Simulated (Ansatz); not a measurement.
Pair distribution function (total) of Al (fcc), cell Al108, begun in the crystal structure [in the run: it stayed crystalline; mean temperature 706 K (target 700 K); density 2.55 g/cm³, volume +6 % from the start crystal's; mean pressure -0.5 GPa against a target of 0; one k-point, which a denser mesh shifts by 0.1 GPa in pressure and 0.05 eV/Å in forces], from MD at 706 K. Calculation: PBE (plane waves, PAW; Ansatz, a first-principles code). Volume per atom 17.60 Å³, mean pressure -0.5 GPa. 

```
r (Å) | g(r)
     1.86 |  0.00
     1.90 |  0.00
     1.94 |  0.00
     1.98 |  0.00
     2.02 |  0.00
     2.06 |  0.00
     2.10 |  0.00
     2.14 |  0.00
     2.18 |  0.00
     2.22 |  0.00
     2.26 |  0.00
     2.30 |  0.00
     2.34 |  0.00
     2.38 |  0.01
     2.42 |  0.03
     2.46 | # 0.10
     2.50 | ## 0.24
     2.54 | #### 0.50
     2.58 | ###### 0.83
     2.62 | ######### 1.33
     2.66 | ############## 1.97
     2.70 | ################### 2.64
     2.74 | ####################### 3.29
     2.78 | ########################### 3.75
     2.82 | ############################# 4.12
     2.86 | ############################## 4.22
     2.90 | ############################# 4.12
     2.94 | ########################### 3.85
     2.98 | ######################### 3.46
     3.02 | ###################### 3.05
     3.06 | ################## 2.60
     3.10 | ################ 2.20
     3.14 | ############# 1.79
     3.18 | ########## 1.43
     3.22 | ######## 1.06
     3.26 | ###### 0.83
     3.30 | #### 0.61
     3.34 | ### 0.43
     3.38 | ## 0.30
     3.42 | ## 0.23
     3.46 | # 0.15
     3.50 | # 0.11
     3.54 | # 0.11
     3.58 | # 0.10
     3.62 | # 0.11
     3.66 | # 0.13
     3.70 | # 0.17
     3.74 | ## 0.23
     3.78 | ## 0.30
     3.82 | ## 0.35
     3.86 | ### 0.45
     3.90 | #### 0.53
     3.94 | #### 0.62
     3.98 | ##### 0.72
     4.02 | ##### 0.76
     4.06 | ###### 0.82
     4.10 | ###### 0.85
     4.14 | ###### 0.88
     4.18 | ###### 0.86
     4.22 | ###### 0.80
     4.26 | ##### 0.75
     4.30 | ##### 0.64
     4.34 | #### 0.57
     4.38 | ### 0.46
     4.42 | ### 0.41
     4.46 | ## 0.35
     4.50 | ## 0.32
     4.54 | ## 0.34
     4.58 | ### 0.39
     4.62 | ### 0.49
     4.66 | #### 0.61
     4.70 | ##### 0.76
     4.74 | ####### 0.98
     4.78 | ######### 1.21
     4.82 | ########## 1.46
     4.86 | ############ 1.67
     4.90 | ############# 1.89
     4.94 | ############### 2.09
     4.98 | ################ 2.23
     5.02 | ################ 2.31
     5.06 | ################ 2.30
     5.10 | ################ 2.20
     5.14 | ############### 2.07
     5.18 | ############## 1.90
     5.22 | ############ 1.70
     5.26 | ########## 1.45
     5.30 | ######### 1.26
     5.34 | ######## 1.06
     5.38 | ###### 0.89
     5.42 | ###### 0.78
```

Problem. State where the first shell ends and the number of neighbours in it.

Solution. first minimum near 3.6 Å (g down to about 0.10); 12.0 neighbours in the shell, from n = 4πρ∫r²g(r)dr.
